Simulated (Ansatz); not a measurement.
Here is the system:

```xyz
3
Lattice="0.0000 3.2218 3.2218 3.2218 0.0000 3.2218 3.2218 3.2218 0.0000" Properties=species:S:1:pos:R:3 pbc="T T T"
Mg     1.6109     1.6109     1.6109
Mg     4.8327     4.8327     4.8327
Ge     0.0000     0.0000     0.0000
```

No spin polarisation.

Level of theory: Ansatz (a first-principles code) LDA, no spin-orbit coupling. Γ-centred 13×13×13 mesh, Fermi–Dirac width 0.05 eV.

Q: Predict the electron mass and gap character.

A: 
```json
{
 "electron_mass": "0.55 mₑ along k, 0.19 mₑ across (at X)",
 "gap_character": "indirect, Γ → X"
}
```

The cells carry an imposed strain or load. Masses are band curvatures over ±0.01 Å⁻¹ around the edge. Along k means along the line from Γ to the band edge. Stability against distortions was not tested. The cell was made from Mg₂Ge in the anti-fluorite structure (space group Fm-3m, No. 225) by this change: isotropic strain +2.50 %. The zero or small gap of Mg2Ge can change with the level of theory.
